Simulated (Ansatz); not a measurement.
Input:

```yaml
crystal:
  lattice:
    - [0.00000, 2.30425, 2.30425]
    - [2.30425, 0.00000, 2.30425]
    - [2.30425, 2.30425, 0.00000]
  atoms:
    - { symbol: O, position: [0.00000, 0.00000, 0.00000] }
    - { symbol: Ca, position: [0.50000, 0.50000, 0.50000] }
```

No spin polarisation.

Level of theory: plane-wave PAW DFT at the r2SCAN level (Ansatz, a quantum-chemistry and plane-wave program, 500 eV), scalar-relativistic without spin-orbit coupling. Settings: 12×12×12 k-points, 0.05 eV Fermi–Dirac smearing.

Predict the band gap and gap character.

The band gap is 4.13 eV and the gap character is indirect, Γ → X.

Load acts through the strain it causes; cell and atoms are relaxed under it. Whether these cells are dynamically stable was not tested. Competing high-pressure phases were not computed. The cell was made from CaO in the rock salt structure (space group Fm-3m, No. 225) by this change: pressure 18 GPa.
